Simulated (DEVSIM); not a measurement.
Device: abrupt Si n-p junction, at 350 K.

Layer 1 from the left is Si, thickness (μm) 26.0, Nd (cm⁻³) 7.6e18, τn (s) 3.9e-5, τp (s) 3.9e-5. Layer 2 from the left is Si, thickness (μm) 250, Na (cm⁻³) 2.3e16, τn (s) 3.9e-5, τp (s) 3.9e-5.

Left contact: ohmic. Right contact: ohmic. Voltage is applied to the left contact. Recombination: SRH at mid-gap. Gap narrowing is on: ΔEg = 6.92 meV × (l + √(l² + 0.5)), l = ln(N/1.3e17 cm⁻³), shared equally by both band edges. Mobility is μmin + (μ − μmin)/(1 + (N/Nref)^α).

Constants are typed, rounded textbook-type inputs, not results; the design itself was drawn at random and stands for no fabricated device. Values at 300 K; Nc and Nv go as T^1.5, mobilities as T to minus their exponent, the gap by Varshni's rule with the affinity fixed.

Si: gap (eV) 1.124, affinity (eV) 4.05, permittivity 11.7, Nc (cm⁻³) 2.86e19, Nv (cm⁻³) 3.1e19, μn (cm²/Vs) 1417, μp (cm²/Vs) 470, μn,min 52, μp,min 45, Nref,n 9.7e16, Nref,p 2.2e17, αn 0.68, αp 0.72, T exponent of μn 2.3, T exponent of μp 2.2, Varshni α (eV/K) 0.000473, Varshni β (K) 636.

Model (solved in DEVSIM): 1D drift-diffusion, Boltzmann statistics, complete ionisation; no tunnelling, impact ionisation, image-force lowering or self-heating.

What does the simulation give for the potential step across the device at zero bias, the largest field in the device at zero bias?

potential step across the device at zero bias 0.811 V; largest field in the device at zero bias 130000 V/cm.
